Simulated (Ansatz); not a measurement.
Band structure of Lu (P6_3/mmc, 4 atoms in the cell).

```xyz
4
Lattice="3.4245 0.0000 0.0000 -1.7123 2.9657 0.0000 0.0000 0.0000 11.0185" Properties=species:S:1:pos:R:3 pbc="T T T"
Lu     0.0000     0.0000     0.0000
Lu     0.0000     0.0000     5.5092
Lu     0.0000     1.9772     2.7546
Lu     1.7123     0.9886     8.2638
```

Level of theory: PBE (plane waves, PAW; Ansatz, a program for electronic structure).

Settings: kpoints.mp_grid.grid = 8 8 2; hamiltonian.xc = pbe; hamiltonian.pseudopotentials = {kind: paw} (the program's default PAW files); scf.occupations.method = gaussian; scf.occupations.width = 0.1 eV; kpoints.band_path.npoints = 8.

The starting cell was generated: these elements placed on a structure prototype, without a prior relaxation; it need not be a known phase or ordering of this composition. Its lattice was rescaled by a random factor within 2.5 % of one. Spin-orbit coupling is off.

Levels in eV from the Fermi level, bands 47 to 54:
```json
[
 {"point": "Γ", "47": "-4.50", "48": "-2.58", "49": "0.55", "50": "1.02", "51": "1.08", "52": "2.06", "53": "2.06", "54": "2.16"},
 {"point": "M", "47": "-1.70", "48": "-1.66", "49": "-0.63", "50": "-0.48", "51": "-0.38", "52": "0.35", "53": "1.02", "54": "1.41"},
 {"point": "K", "47": "-0.82", "48": "-0.60", "49": "-0.59", "50": "-0.59", "51": "-0.50", "52": "-0.50", "53": "0.39", "54": "0.70"},
 {"point": "A", "47": "-3.15", "48": "-3.15", "49": "0.54", "50": "0.54", "51": "1.94", "52": "1.94", "53": "2.22", "54": "2.22"},
 {"point": "L", "47": "-1.85", "48": "-1.85", "49": "-0.64", "50": "-0.64", "51": "0.11", "52": "0.11", "53": "1.47", "54": "1.47"},
 {"point": "H", "47": "-0.79", "48": "-0.79", "49": "-0.59", "50": "-0.59", "51": "-0.55", "52": "-0.55", "53": "0.77", "54": "0.77"}
]
```

Bands cross the Fermi level along this path, so the cell is metallic at this level.

Keys are those of Ansatz 0.2.
